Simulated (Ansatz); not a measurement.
System: L1₂ (Cu3Au-type) Ni₃Si. Method: r²SCAN (PAW; Ansatz, a first-principles code).

Settings: plane-wave cutoff 560 eV, 16×16×16 k mesh, Fermi–Dirac smearing 0.05 eV, no spin polarisation, scalar-relativistic PAW data made under PBE.

A third-order Birch–Murnaghan fit to the energies gives V0 = 10.397 Å³/atom, B0 = 240 GPa, B′ = 4.8.

```
V (Å³/atom)     P (GPa)
-----------  ----------
9.773             17.20
9.981        (withheld)
10.189       (withheld)
10.397             0.00
10.605            -4.54
10.813       (withheld)
11.021           -12.17
```

Estimate the withheld pressures from this fit; the answers are the runs' own values.


- 9.981, P (GPa): 10.79
- 10.189, P (GPa): 5.09
- 10.813, P (GPa): -8.58

The formula P = (3/2) B0 (x^(7/3) − x^(5/3)) [1 + (3/4)(B′ − 4)(x^(2/3) − 1)] with x = V0/V meets the computed pressures within 0.04 GPa when these rounded values are put in.

Measured, for comparison: equilibrium volume per atom 10.81 Å³/atom (temperature not stated, not corrected to a static lattice; as tabulated in Metallic Nickel Silicides: Experiments and Theory for NiSi and First Principles …). Computed (rounded) less measured: equilibrium volume per atom -3.8 %.

Static lattice: no zero-point or thermal effects.
